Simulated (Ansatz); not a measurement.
**CaO: isotropic strain −3.00 %**

Start from CaO in the rock salt structure (space group Fm-3m, No. 225; a = 4.831 Å).

Now apply this change: an isotropic linear strain of −3.00 %; the atoms relax in the strained cell.

Calculations: DFT with PBE, PAW potentials and a 420 eV plane-wave cutoff in Ansatz (a program for electronic structure), without spin-orbit coupling. k-mesh 12×12×12 (Γ-centred); smearing 0.05 eV (Fermi–Dirac).

| quantity | base | changed | shift |
|---|---|---|---|
| volume per atom | 14.09 Å³ | 12.86 Å³ | -1.23 Å³ |
| space group | Fm-3m (No. 225) | Fm-3m (No. 225) | – |
| shortest interatomic distance | 2.415 Å | 2.343 Å | -0.072 Å |
| energy relative to the base (free energy F) | 0 meV/atom | +42 meV/atom | +42 meV/atom |
| pressure | 0.00 GPa | 11.75 GPa | +11.75 GPa |
| band gap | 3.66 eV | 3.62 eV | -0.04 eV |
| gap character | indirect, Γ → X | indirect, Γ → X | – |
| smallest direct gap | 4.03 eV | 3.97 eV | -0.06 eV |
| mean gap deformation potential ΔEg/Δln V | – | +0.4 eV | – |
| electron mass | 1.4 mₑ along k, 0.44 mₑ across (at X) | 1.4 mₑ along k, 0.41 mₑ across (at X) | – |
| hole mass (degenerate bands, along [100]) | 0.35, 2.9, 2.9 mₑ (at Γ) | 0.34, 2.8, 2.8 mₑ (at Γ) | – |

Final structure:

```yaml
crystal:
  lattice:
    - [0.00000, 2.34293, 2.34293]
    - [2.34293, 0.00000, 2.34293]
    - [2.34293, 2.34293, 0.00000]
  atoms:
    - { symbol: Ca, position: [0.00000, 0.00000, 0.00000] }
    - { symbol: O, position: [0.50000, 0.50000, 0.50000] }
```

Cost of the whole job for the changed cell (relaxation, final SCF and bands): very roughly 2.9 core-seconds.

Effective masses come from finite differences of ±0.01 Å⁻¹. Along k means along the line from Γ to the band edge. Whether these cells are dynamically stable was not tested.
